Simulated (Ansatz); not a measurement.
Consider the following.

```xyz
2
Lattice="0.0000 2.8642 2.8642 2.8642 0.0000 2.8642 2.8642 2.8642 0.0000" Properties=species:S:1:pos:R:3 pbc="T T T"
Al     0.0000     0.0000     0.0000
As     4.2963     4.2963     4.2963
```

Computed with PBE, rigid bands (plane waves, PAW, scalar-relativistic; Ansatz, an electronic-structure program). Condition of this run: functional PBE, cell relaxed with it. Geometry: cell and atoms relaxed with PBE.

What conductivity effective mass do dilute electrons have at 300 K?

0.34 mₑ.

And the band gap?

1.50 eV at this level; semilocal functionals usually fall short of the measured gap.

Rigid bands, one relaxation time for all states, no polarons. Spin-orbit coupling is left out; where it splits the top of the valence band it changes the hole mass and lowers the gap by about a third of the splitting.
